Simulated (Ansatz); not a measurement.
## SnS₂ (P6₃mc, No. 186; cell taken from a computed entry): smallest direct gap on the k points sampled by level of theory

No measured value is used here.

```csv
level (code),value (eV)
dielectric-dependent PBEsol hybrid (Ansatz),2.30
HSE06 (Ansatz),2.41
PBE0 (Ansatz),3.10
```

At these levels the smallest gap is indirect and lower: dielectric-dependent PBEsol hybrid 2.06, HSE06 2.17, PBE0 2.86 eV. Computed values are for a static lattice. Levels without +SOC have no spin–orbit coupling; where heavier elements are present it shifts gaps, mostly down, and can invert bands.  Values are at the PBEsol cell. Ansatz's density-functional and Hartree–Fock values are scalar-relativistic unless marked +SOC, with PAW data made under PBE.

Ansatz is a program for electronic structure.
